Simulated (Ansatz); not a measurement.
## InAgTe2: pressure series

Consider InAgTe2 in the chalcopyrite structure (space group I-42d, No. 122; a = 6.354 Å, c = 12.637 Å).

Cell and atoms are relaxed at each pressure.

Level of theory: plane-wave PAW DFT at the LDA level (Ansatz, a first-principles code, 420 eV), no spin-orbit coupling.

| pressure (GPa) | volume per atom (Å³/atom) |
|---|---|
| 0 | 31.884 |
| 0.9 | 31.334 |
| 2.1 | 30.683 |
| 4.5 | 29.575 |
| 9 | ? |
| 15 | 26.406 |

### Question
Fit the third-order Birch–Murnaghan form P(V) = (3B₀/2)[(V₀/V)^(7/3) − (V₀/V)^(5/3)]·[1 + (3/4)(B₀′ − 4)((V₀/V)^(2/3) − 1)] (squares taken in P) to the rows shown and predict the withheld row.

### Answer
Least squares on the printed values gives V₀ = 31.884 Å³/atom, B₀ = 49.6 GPa, B₀′ = 5.0; this predicts 27.976 Å³/atom, and the run gives 27.985 Å³/atom, 0.009 higher.

Load acts through the strain it causes; cell and atoms are relaxed under it. Whether these cells are dynamically stable was not tested. Competing high-pressure phases were not computed. All final runs are without spin polarisation.
